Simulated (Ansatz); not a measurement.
## Zr, response to strain

Take Zr in the hcp (Mg type) structure (space group P6_3/mmc, No. 194; a = 3.244 Å, c = 5.158 Å; relaxed with 0.1 eV smearing) as the base. Axes: x lies along a and z along c of the hexagonal cell.

Strains are applied to the cell and any free atomic positions relax.

Method: plane-wave PAW DFT at the r2SCAN level (Ansatz, an electronic-structure program, 500 eV), no spin-orbit coupling.

Notes on the quantities. energy relative to the base: free energy F.

```json
[
 {"uniaxial strain ε_zz (%)": "-3", "energy relative to the base (meV/atom)": "11.8"},
 {"uniaxial strain ε_zz (%)": "-2.5", "energy relative to the base (meV/atom)": "8.1"},
 {"uniaxial strain ε_zz (%)": "-2", "energy relative to the base (meV/atom)": "?"},
 {"uniaxial strain ε_zz (%)": "-1.5", "energy relative to the base (meV/atom)": "2.9"},
 {"uniaxial strain ε_zz (%)": "-1", "energy relative to the base (meV/atom)": "1.3"},
 {"uniaxial strain ε_zz (%)": "-0.5", "energy relative to the base (meV/atom)": "0.3"},
 {"uniaxial strain ε_zz (%)": "0", "energy relative to the base (meV/atom)": "0.0"}
]
```

Question: Fit ΔE = Aε² + Bε³ (ε in %) to the rows shown and predict the withheld row.

Answer: Least squares on the printed values gives A = 1.26 and B = -0.018 meV/atom (largest residual 0.0 meV/atom); this predicts 5.2 meV/atom, and the run gives 5.2 meV/atom, in agreement.

Whether these cells are dynamically stable was not tested. The final runs are not spin-polarised.
